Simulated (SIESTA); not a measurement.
A self-consistent single point of Ca2AsI (R3m, 4 atoms in the cell) with SIESTA.

Computed with LDA PW92, numerical atomic orbitals DZP, PseudoDojo LDA standard norm-conserving potentials (rewritten from UPF to PSML) (SIESTA).

```
Ca2AsI
1.0
    2.20485     1.27297     7.47320
   -2.20485     1.27297     7.47320
    0.00000    -2.54594     7.47320
Ca As I
2 1 1
Direct
  0.23351   0.23351   0.23351
  0.76872   0.76872   0.76872
  0.50000   0.50000   0.50000
  0.00000   0.00000   0.00000
```

Reference input (self-consistent single point, DFT, LDA PW92, numerical atomic orbitals DZP, PseudoDojo LDA standard norm-conserving potentials (rewritten from UPF to PSML)): XC.functional = LDA; XC.authors = PW92; potentials = PseudoDojo LDA standard; PAO.BasisSize = DZP; PAO.EnergyShift = 0.01 Ry; MeshCutoff = 350 Ry; kgrid.MonkhorstPack = 7 7 7; OccupationFunction = FD; ElectronicTemperature = 10 K; MaxSCFIterations = 150; SCF.Mixer.Method = Pulay; SCF.Mixer.Weight = 0.1. This run's input differs from it in these lines:

```diff
@@ -31,5 +31,5 @@
 %block kgrid.MonkhorstPack
-    7   0   0  0.0
-    0   7   0  0.0
-    0   0   7  0.0
+    5   0   0  0.0
+    0   5   0  0.0
+    0   0   5  0.0
 %endblock kgrid.MonkhorstPack
```

Log, with long lists cut:

```
        iscf     Eharris(eV)        E_KS(eV)     FreeEng(eV)     dDmax    Ef(eV) dHmax(eV)
   scf:    1    -5335.446354    -5341.290117    -5341.290117  1.345584 -4.212017  6.368163
   scf:    2    -5342.402769    -5341.867427    -5341.867427  0.041359 -4.438751  4.687739
   scf:    3    -5343.089039    -5342.752498    -5342.752498  0.260443 -3.385426  1.135358
   scf:    4    -5342.347308    -5342.615211    -5342.615211  0.100787 -3.778559  2.335681
   scf:    5    -5342.857865    -5342.781480    -5342.781480  0.120668 -3.070368  0.097649
   [... 3 lines left out ...]
   scf:    9    -5342.782089    -5342.782084    -5342.782084  0.001075 -3.062147  0.002925
   scf:   10    -5342.782085    -5342.782084    -5342.782084  0.000367 -3.063601  0.000330
   scf:   11    -5342.782084    -5342.782084    -5342.782084  0.000044 -3.063672  0.000070
   scf:   12    -5342.782084    -5342.782084    -5342.782084  0.000010 -3.063647  0.000054
SCF Convergence by DM+H criterion
max |DM_out - DM_in|         :     0.0000096644
max |H_out - H_in|      (eV) :     0.0000536533
SCF cycle converged after 12 iterations

Using DM_out to compute the final energy and forces

siesta: E_KS(eV) =            -5342.7821

siesta: E_KS - E_eggbox =     -5342.7821

siesta: Atomic forces (eV/Ang):
     1    0.000000   -0.000001   -0.028869
     2    0.000000    0.000001   -0.143160
     3    0.000000   -0.000001    0.133396
     4   -0.000000   -0.000000    0.038227
   Tot    0.000000   -0.000000   -0.000407
   Max    0.143160
   Res    0.058155    sqrt( Sum f_i^2 / 3N )
   Max    0.143160    constrained

Stress tensor Voigt[x,y,z,yz,xz,xy] (kbar):      -13.17      -13.17       -5.69        0.00        0.00       -0.00
(Free)E + p*V (eV/cell)    -5341.9435
   [... lines left out ...]
siesta: FreeEng =     -5342.782084
   [... lines left out ...]
siesta:    -0.008218   -0.000000   -0.000000
siesta:    -0.000000   -0.008218    0.000000
siesta:     0.000000    0.000000   -0.003554

siesta: Cell volume =        125.849988 Ang**3

siesta: Pressure (static):
siesta:                Solid            Molecule  Units
siesta:           0.00007258          0.00010487  Ry/Bohr**3
siesta:           0.00666360          0.00962917  eV/Ang**3
siesta:          10.67626340         15.42762438  kBar
```

The run converged in 12 iterations. Against the reference run the free energy goes up by 1.8 meV/atom, the pressure stays at 1.07 GPa, the largest force goes from 0.150 to 0.143 eV/Å and the gap on the mesh hardly changes (0.916 to 0.910 eV).

The starting cell comes from a database of computed structures (which also holds hypothetical and non-ambient phases and stackings), without a prior relaxation at this level. Its lattice was rescaled by up to half a per cent. One atom was moved a little off its site on purpose. Spin-orbit coupling is off. Values carry the incompleteness of an atom-centred basis. The basis of the alkali or alkaline-earth atoms may lack their empty d shell, which can raise the gap.

Cost on one core of a shared machine: roughly 80 s.
